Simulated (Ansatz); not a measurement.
BeRh (Pm-3m, No. 221, 2 atoms in the cell; start mp-11276), treated with PBEsol (Ansatz, a quantum-chemistry and plane-wave program, PAW).

Numerical settings: plane-wave cutoff 520 eV, 20×20×20 k mesh, Fermi–Dirac smearing 0.05 eV, no spin polarisation, scalar-relativistic PAW data made under PBE.

Cell (relaxed at this level):

```
CELL_PARAMETERS angstrom
      2.75298     0.00000     0.00000
      0.00000     2.75298     0.00000
      0.00000     0.00000     2.75298
ATOMIC_POSITIONS crystal
  Be 0.00000 0.00000 0.00000
  Rh 0.50000 0.50000 0.50000
```

**Question.** Predict the bulk modulus B0.

**Answer.** 
- bulk modulus B0: 229 GPa

Note: the run has no spin polarisation, so it can have missed a magnetic state; the bulk modulus is −V dP/dV from two relaxed cells at ±2 % in volume; the relaxation could not lower the start's symmetry, so the cell can be a saddle point above a distorted one.

The computed numbers hold no vibrational or temperature effects.

The result took very roughly 12 core-seconds.

A start named mp-… is a Materials Project structure, which need not be a measured phase.
